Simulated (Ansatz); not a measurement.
The starting structures come from a database of crystals and need not be the phases stable at ambient conditions.

# Evanescent states of ZnGeO$_{3}$ (R-3, 10 atoms a cell, 10.1 Å³ an atom, -5 GPa at this level) along the normal of (110)

These are r2SCAN (plane waves, PAW; Ansatz, a quantum-chemistry and plane-wave program) values and carry that method's errors.

The gap is the functional's own. No spin-orbit coupling. Mid-gap values are those at the computed energy nearest the middle.

Energies count from the valence-band top; κ is the least over a 6×4 mesh across the current.

```csv
E (eV),κ (1/Å),where
0.07,0.159,off Γ
0.23,0.214,off Γ
0.38,0.242,off Γ
0.53,0.261,Γ
0.68,0.247,Γ
0.82,?,Γ
0.97,?,Γ
1.12,?,Γ
1.27,?,Γ
1.43,?,Γ
1.57,?,Γ
1.73,?,Γ
1.88,?,Γ
2.02,?,Γ
2.17,?,Γ
2.33,0.178,Γ
2.48,0.158,Γ
2.62,0.132,Γ
2.77,0.096,Γ
2.92,0.013,Γ
```

Problem. Fill in the missing entries.

Solution. 
- 0.82, κ (1/Å): 0.245
- 0.97, κ (1/Å): 0.245
- 1.12, κ (1/Å): 0.244
- 1.27, κ (1/Å): 0.241
- 1.43, κ (1/Å): 0.238
- 1.57, κ (1/Å): 0.233
- 1.73, κ (1/Å): 0.226
- 1.88, κ (1/Å): 0.217
- 2.02, κ (1/Å): 0.207
- 2.17, κ (1/Å): 0.194
